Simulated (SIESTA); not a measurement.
Band structure of GaPPt5 (P4/mmm, 7 atoms in the cell).

```yaml
crystal:
  lattice:
    - [3.84868, 0.00000, 0.00000]
    - [0.00000, 3.84868, 0.00000]
    - [0.00000, 0.00000, 6.76343]
  atoms:
    - { symbol: Ga, position: [0.50000, 0.50000, 0.00000] }
    - { symbol: P, position: [0.00000, 0.00000, 0.50000] }
    - { symbol: Pt, position: [0.00000, 0.50000, 0.28992] }
    - { symbol: Pt, position: [0.00000, 0.50000, 0.71008] }
    - { symbol: Pt, position: [0.50000, 0.00000, 0.28992] }
    - { symbol: Pt, position: [0.50000, 0.00000, 0.71008] }
    - { symbol: Pt, position: [0.00000, 0.00000, 0.00000] }
```

Method: GGA PBEsol, numerical atomic orbitals DZP, PseudoDojo PBEsol standard norm-conserving potentials (rewritten from UPF to PSML) run with SIESTA 5.4.2.

Settings: XC.functional = GGA; XC.authors = PBEsol; potentials = PseudoDojo PBEsol standard; PAO.BasisSize = DZP; PAO.EnergyShift = 0.005 Ry; MeshCutoff = 350 Ry; kgrid.MonkhorstPack = 7 7 4; OccupationFunction = MP; OccupationMPOrder = 0; ElectronicTemperature = 100 meV; MaxSCFIterations = 150; SCF.Mixer.Method = Pulay; SCF.Mixer.Weight = 0.25; SCF.Mixer.History = 6.

The starting cell comes from a database of computed structures (which also holds hypothetical and non-ambient phases and stackings), without a prior relaxation at this level. Its lattice was rescaled by a random factor within 2.5 % of one. Spin-orbit coupling is off. Spin polarisation is off. Values carry the incompleteness of an atom-centred basis.

Levels in eV from the Fermi level, bands 51 to 56:
| point | 51 | 52 | 53 | 54 | 55 | 56 |
|---|---|---|---|---|---|---|
| Γ | -1.42 | -1.22 | -1.22 | -0.02 | 0.03 | 1.70 |
| X | -2.47 | -1.62 | -1.38 | -1.06 | -0.02 | 0.46 |
| M | -1.86 | -1.70 | -1.17 | -0.61 | -0.61 | -0.05 |
| Z | -0.40 | -0.02 | 0.03 | 0.34 | 1.51 | 1.51 |
| R | -2.41 | -2.07 | -1.92 | -0.97 | 1.33 | 2.28 |
| A | -2.32 | -1.73 | -1.11 | -0.50 | 0.57 | 0.57 |

Bands cross the Fermi level along this path, so the cell is metallic at this level.

Higher empty bands are left out: an atom-centred basis made for the valence describes them poorly.
